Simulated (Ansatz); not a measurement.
Here is the system:

End structure of the (111)B surface of zinc-blende ZnSe, Se-terminated, 2x2 with 2 OH on 4 top atoms (bottom of the slab: 2 H on 4 bottom sites):

```xyz
38
Lattice="8.1098 0.0000 0.0000 -4.0549 7.0233 0.0000 0.0000 0.0000 31.0000" Properties=species:S:1:pos:R:3 pbc="T T T"
Zn     2.1852     1.0791     9.3239
Zn     6.0505     1.1886    10.2939
Zn    -0.0322     4.7004    10.2949
Zn     4.2125     4.5908     9.3252
Se     0.0867     2.2906    10.5009
Se     4.0002     2.3717    10.5267
Se    -2.0823     5.8846    10.5263
Se     2.1138     5.8025    10.5005
Zn     0.0000     2.3411    13.0057
Zn     4.0549     2.3411    13.0057
Zn    -2.0275     5.8528    13.0057
Zn     2.0275     5.8528    13.0057
Se     0.0000     0.0000    13.8334
Se     4.0549     0.0000    13.8334
Se    -2.0275     3.5117    13.8334
Se     2.0275     3.5117    13.8334
Zn    -0.0035    -0.0190    16.3059
Zn     4.0564    -0.0221    16.3093
Zn    -2.0225     3.5354    16.3248
Zn     2.0288     3.5370    16.3210
Se     2.0260     1.1709    17.1239
Se     6.0804     1.1720    17.1316
Se     0.0035     4.6813    17.1757
Se     4.0578     4.6821    17.1701
Zn     2.0360     0.9529    19.5995
Zn     6.0922     0.9535    19.6089
Zn     0.0069     4.9411    19.6801
Zn     4.0610     4.9408    19.6740
Se     0.0146     2.3732    20.2211
Se     4.0665     2.3730    20.2181
Se    -2.0200     5.8484    20.6976
Se     2.0374     5.8463    20.7009
H      2.0501     1.1579     7.7895
H      4.0775     4.6679     7.7906
O     -0.1420     2.2626    22.0586
H      0.7276     2.5273    22.4138
O      3.8920     2.2656    22.0544
H      4.7512     2.5515    22.4185
```

Slab: 38 atoms, 14.8 Å thick at the start with caps and adatoms; k 3x3x1, smearing 0.025 eV, dipole-corrected; 8 atoms held, the rest relaxed; no symmetry held; no spin, no spin-orbit, no U. It is one candidate, not shown to be the stable structure of the face.

**Question.** Predict the gap of the slab on its k-mesh from PBE (Ansatz, an electronic-structure program).

**Answer.** 1.54 eV

**Question.** Estimate the highest filled level below the top vacuum level that PBE returns for this input.

**Answer.** 5.66 eV
